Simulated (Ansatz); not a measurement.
The starting structures come from a database of crystals and need not be the phases stable at ambient conditions.

```
CdTe
1.0
    4.63327     0.00000     0.00000
   -2.31663     4.01253     0.00000
    0.00000     0.00000     7.60243
Cd Te
2 2
Direct
  0.33333   0.66667   0.00036
  0.66667   0.33333   0.50036
  0.33333   0.66667   0.37464
  0.66667   0.33333   0.87464
```

Space group of this cell: P6_3mc, wurtzite. The cell is taken as given.

All values below come from r2SCAN (plane waves, PAW; Ansatz, a first-principles code).

The current runs along the normal of the first two printed vectors; no spin-orbit coupling. Scaled by the factor s: all lengths (ions clamped). Meshes 12×12×4 and 12×12 across the current in all rows.

| s | mean pressure (GPa) | slowest mid-gap decay constant κ (1/Å) |
|---|---|---|
| 0.98 | 2.7 | 0.092 |
| 1.00 | -0.1 | 0.082 |
| 1.02 | -2.1 | ? |

Task: Take the slope of the slowest mid-gap decay constant κ against ln s from the two given rows, extrapolate to s = 1.02, and say what the run there gives.

Result: Slope = (0.092 − 0.082) / ln 0.98 = -0.495 1/Å. The line gives 0.082 + (-0.495) × ln 1.02 = 0.072 1/Å. The run gives 0.072 1/Å, as the line does.
